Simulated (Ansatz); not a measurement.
Functionals compared on a constructed model of the (110) surface of bcc Mo, a pseudomorphic layer of V in the host's stacking (bottom of the slab: a bare face, its two planes held), in Ansatz (plane waves, PAW). The structure was relaxed with PBE; the other rows are single points on it. Cutoff 420 eV.

Set-up: 7 atoms, 13.9 Å thick at the start with caps and adatoms (thin: gaps and levels are the slab's own); mesh 14x14x1; 0.1 eV smearing; dipole correction on; 2 atoms held, the rest relaxed; held to the start's symmetry, so lower structures may exist; spin-polarised, no spin-orbit, no U. The starting moment vanished. It is one candidate, not shown to be the stable structure of the face. These notes are the PBE run's.

```
functional  work function of the top face (eV)  magnetic moment of the cell (μB)  rough cost of the single point
----------  ----------------------------------  --------------------------------  ------------------------------
PBE                                       4.39                              0.00                               –
RPBE                                         ?                              0.00     very roughly 4 core-minutes
```

Task: Some entries are withheld; supply them.

Result: 
- RPBE, work function of the top face (eV): 4.27

Ansatz is a quantum-chemistry and plane-wave program.
